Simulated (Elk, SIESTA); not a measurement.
A SIESTA input for a self-consistent single point of MgAl (Pm-3m, 2 atoms in the cell) (DFT, GGA PBEsol, numerical atomic orbitals DZP, PseudoDojo PBEsol standard norm-conserving potentials (rewritten from UPF to PSML)):

```
# files in the folder: Mg.psml Al.psml (PseudoDojo PBEsol standard)
SystemName  MgAl
SystemLabel MgAl

NumberOfAtoms                2
NumberOfSpecies              2
%block ChemicalSpeciesLabel
  1 12 Mg
  2 13 Al
%endblock ChemicalSpeciesLabel
LatticeConstant              1.0 Ang
%block LatticeVectors
     3.398409000    0.000000000    0.000000000
     0.000000000    3.398409000    0.000000000
     0.000000000    0.000000000    3.398409000
%endblock LatticeVectors
AtomicCoordinatesFormat      Fractional
%block AtomicCoordinatesAndAtomicSpecies
     0.500000000    0.500000000    0.500000000  1
     0.000000000    0.000000000    0.000000000  2
%endblock AtomicCoordinatesAndAtomicSpecies

XC.functional                GGA
XC.authors                   PBEsol
PAO.BasisSize                DZP
PAO.EnergyShift              0.005 Ry
MeshCutoff                   300 Ry
%block kgrid.MonkhorstPack
   13   0   0  0.0
    0  13   0  0.0
    0   0  13  0.0
%endblock kgrid.MonkhorstPack
OccupationFunction           MP
OccupationMPOrder            0
ElectronicTemperature        2320.9 K

MaxSCFIterations             150
SCF.Mixer.Method             Pulay
SCF.Mixer.Weight             0.25
SCF.Mixer.History            6
SCF.DM.Tolerance             1.0E-04
Diag.ParallelOverK           true
WriteForces                  true
Charge.Mulliken              end
```

Give the Elk input for the same structure, mesh, smearing and functional.

One input that does it (others would too):

```
tasks
  0

xctype
  22

rgkmax
  7.5

gmaxvr
  16.0

nxlo
  2

lorbcnd
  .true.

lmaxi
  2

stype
  0

swidth
  0.00734986

scale
  6.422062269

avec
    1.0000000000    0.0000000000    0.0000000000
    0.0000000000    1.0000000000    0.0000000000
    0.0000000000    0.0000000000    1.0000000000

atoms
  2   : nspecies
  'Mg.in'   : spfname
  1   : natoms; atposl, bfcmt below
  0.5000000000  0.5000000000  0.5000000000    0.0 0.0 0.0
  'Al.in'   : spfname
  1   : natoms; atposl, bfcmt below
  0.0000000000  0.0000000000  0.0000000000    0.0 0.0 0.0

ngridk
  13 13 13
```

Basis settings and potentials, where a program has them, do not carry over. This input uses DFT, PBEsol, all-electron FP-LAPW, Elk's shipped species files, APW+lo basis with extra local orbitals.

The starting cell comes from a database of computed structures (which also holds hypothetical and non-ambient phases and stackings), without a prior relaxation at this level. Its lattice was rescaled by a random factor within 2.5 % of one.
